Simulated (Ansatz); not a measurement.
A thin film of wurtzite AlN is deposited stress-free at 600 K on a thick substrate of diamond Si and cooled to 300 K. Take the in-plane direction as the cubic or basal-plane axis of each crystal, and these free lattice constants from the quasi-harmonic free energy on Ansatz (an electronic-structure program), LDA functional, plane-wave PAW.

| crystal | a at 300 K (Å) | a at 600 K (Å) |
|---|---|---|
| AlN | 3.09844 | 3.10271 |
| Si | 5.41145 | 5.41678 |

 Spin-orbit coupling is not included.

What in-plane thermal strain does the film carry at 300 K, and is it tensile or compressive?

With logarithmic strains ln(a_hot/a_300): left free, the film would shrink by 0.138 % and the substrate by 0.098 %. The film is held to the substrate, so its strain is 0.039 %: tensile. Plastic relief and phase changes are ignored.
